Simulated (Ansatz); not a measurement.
Ge₃Si (model structure, P-4m2, No. 115, 4 atoms in the cell) was calculated with LDA in Ansatz (PAW).

Run with plane-wave cutoff 520 eV, 8×8×6 k mesh (along the axes of the cell as run), Fermi–Dirac smearing 0.01 eV, scalar-relativistic PAW data made under PBE.

Cell (relaxed at this level):

Space group P-4m2 (No. 115); a = 3.932 Å, b = 3.932 Å, c = 5.551 Å, α = 90.00°, β = 90.00°, γ = 90.00°

```tsv
atom	site	symmetry	x	y	z
Si	1a	-4m2	0.0000	0.0000	0.0000
Ge	2g	2mm.	0.5000	0.0000	0.2444
Ge	1c	-4m2	0.5000	0.5000	0.5000
```

Estimate the band gap and smallest direct gap on the k points sampled that the calculation returns.


* **band gap**: 0.23 eV (indirect)
* **smallest direct gap on the k points sampled**: 0.59 eV

Note: the relaxation could raise the start's symmetry but not lower it, so the cell can be a saddle point.

Spin–orbit coupling is not included.

Computed values are for the static lattice.

The result took about 40 core-seconds (a rough figure).

A model structure was made by putting elements into a prototype or built by hand; it is no filed structure, need not be a known phase, and can be a saddle point held by its symmetry.

Ansatz is a quantum-chemistry and plane-wave program.
